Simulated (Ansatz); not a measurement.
CaB$_{6}$ (space group Pm-3m, No. 221)

CaB6 is modelled in the cubic space group Pm-3m (No. 221), Pearson symbol cP7. Lattice parameters: a = 4.127 Å, b = 4.127 Å, c = 4.127 Å, α = 90.00°, β = 90.00°, γ = 90.00°. Ca on 1a is surrounded by 24 B at 3.035 Å. B on 6f sees 5 B at 1.664–1.742 Å and 4 Ca at 3.035 Å. (Neighbours: up to the widest gap in distance over summed covalent radii, below 1.35, at either atom; cation-cation and far metal-metal contacts left out.)

Level of theory: Ansatz (a quantum-chemistry and plane-wave program), PBEsol, PAW, cutoff 420 eV, no spin-orbit coupling. Γ-centred 8×8×8 mesh, Fermi–Dirac width 0.05 eV.

| Property | Value |
|---|---|
| Volume per atom | 10.04 Å³ |
| Density | 2.48 g/cm³ |
| Band gap | zero |
| Total energy | -387.498 eV/atom (σ→0; compares only within this code and set-up) |

No phonon test of stability was made. The final runs are not spin-polarised. Gaps under 0.05 eV, about the width of the smearing, are given as zero. The zero or small gap of CaB6 can change with the level of theory.
